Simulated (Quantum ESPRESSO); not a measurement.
Input and output of a self-consistent single point for Pb2Au (P1, 6 atoms in the cell) (Quantum ESPRESSO).

Computed with PBEsol, GBRV 1.5 ultrasoft (PBESOL) pseudopotentials (plane waves; Quantum ESPRESSO).

The change in words: atoms moved at random. Reference geometry:
```xyz
6
Lattice="-3.6353 3.6404 2.7996 3.6353 -3.6404 2.7996 3.6353 3.6404 -2.7996" Properties=species:S:1:pos:R:3 pbc="T T T"
Pb     1.1601     1.1625     0.0000
Pb     2.4752     2.4780     2.7996
Pb     4.7954     2.4780     0.0000
Pb    -1.1601     1.1625     2.7996
Au     0.0000     3.6404     1.3998
Au     3.6353     0.0000     1.3998
```

Reference input (self-consistent single point, DFT, PBEsol, plane waves, GBRV 1.5 ultrasoft (PBESOL) pseudopotentials): ecutwfc = 40 Ry; ecutrho = 320 Ry; occupations = smearing; smearing = gauss; degauss = 0.0099958 Ry; potentials = {Pb: pb_pbesol_v1.uspp.F.UPF, Au: au_pbesol_v1.uspp.F.UPF}; K_POINTS = automatic 4 4 4 0 0 0; conv_thr = 1e-11 Ry; mixing_beta = 0.7. This run's input differs from it in these lines:

```diff
@@ -25,8 +25,8 @@
 ATOMIC_POSITIONS crystal
-Pb    0.1596600000    0.1595600000    0.3192200000
-Pb    0.8403400000    0.8404400000    0.6807800000
-Pb    0.3403400000    0.6595600000    0.9999000000
-Pb    0.6596600000    0.3404400000    0.0001000000
-Au    0.7500000000    0.2500000000    0.5000000000
-Au    0.2500000000    0.7500000000    0.5000000000
+Pb    0.1593720000    0.1571550000    0.3240560000
+Pb    0.8391110000    0.8382510000    0.6736010000
+Pb    0.3463970000    0.6609840000    1.0117830000
+Pb    0.6664580000    0.3476600000    0.0010710000
+Au    0.7305800000    0.2357200000    0.4897160000
+Au    0.2580810000    0.7602300000    0.4997740000
 K_POINTS automatic
```

Log, with long lists cut:

```
     Self-consistent Calculation

     iteration #  1     ecut=    40.00 Ry     beta= 0.70

     Threshold (ethr) on eigenvalues was too large:
     Diagonalizing with lowered threshold

     negative rho (up, down):  6.551E-02 0.000E+00

     total energy              =    -884.88286620 Ry
     estimated scf accuracy    <       0.35046680 Ry

     iteration #  2     ecut=    40.00 Ry     beta= 0.70

     negative rho (up, down):  6.485E-02 0.000E+00

     total energy              =    -884.91672747 Ry
     estimated scf accuracy    <       0.93579758 Ry

     iteration #  3     ecut=    40.00 Ry     beta= 0.70

     negative rho (up, down):  6.539E-02 0.000E+00

     total energy              =    -885.07931783 Ry
     estimated scf accuracy    <       0.00521771 Ry

   [... 9 blocks of this kind left out ...]

     iteration # 13     ecut=    40.00 Ry     beta= 0.70

     negative rho (up, down):  6.611E-02 0.000E+00

     total energy              =    -885.08222047 Ry
     estimated scf accuracy    <          6.4E-11 Ry

     iteration # 14     ecut=    40.00 Ry     beta= 0.70

     negative rho (up, down):  6.611E-02 0.000E+00
     End of self-consistent calculation

     the Fermi energy is    12.8771 ev

!    total energy              =    -885.08222047 Ry
     estimated scf accuracy    <          4.0E-12 Ry
     smearing contrib. (-TS)   =      -0.00198151 Ry
     internal energy E=F+TS    =    -885.08023896 Ry

     convergence has been achieved in  14 iterations

     negative rho (up, down):  6.611E-02 0.000E+00

     Forces acting on atoms (cartesian axes, Ry/au):

     atom    1 type  1   force =    -0.00078781   -0.01492303    0.00267207
     atom    2 type  1   force =     0.00631870    0.01107120   -0.00204027
     atom    3 type  1   force =    -0.01338357   -0.01115420    0.00076131
     atom    4 type  1   force =     0.00225172    0.00065002   -0.00268169
     atom    5 type  2   force =     0.00325135    0.00632840    0.03824153
   [... lines left out ...]
     Total force =     0.060518     Total SCF correction =     0.000008
   [... lines left out ...]

     negative rho (up, down):  6.611E-02 0.000E+00
          total   stress  (Ry/bohr**3)                   (kbar)     P=       21.57
   0.00012459  -0.00001530  -0.00000548           18.33       -2.25       -0.81
  -0.00001530   0.00011387   0.00000171           -2.25       16.75        0.25
  -0.00000548   0.00000171   0.00020153           -0.81        0.25       29.65

   JOB DONE.
```

The run converged in 14 iterations. Against the reference run the free energy rises by 15.0 meV/atom, the pressure goes from 1.65 to 2.16 GPa and the largest force goes from 0.110 to 1.000 eV/Å. The full log also holds: “c_bands:  1 eigenvalues not converged”.

The starting cell comes from a database of computed structures (which also holds hypothetical and non-ambient phases and stackings), without a prior relaxation at this level. Its lattice was rescaled by a random factor within 2.5 % of one. For this run, on top of that: atoms moved at random. Spin-orbit coupling is off. Forces in this geometry exceed 1 eV/Å.

Cost on one core of a shared machine: roughly 10 min.
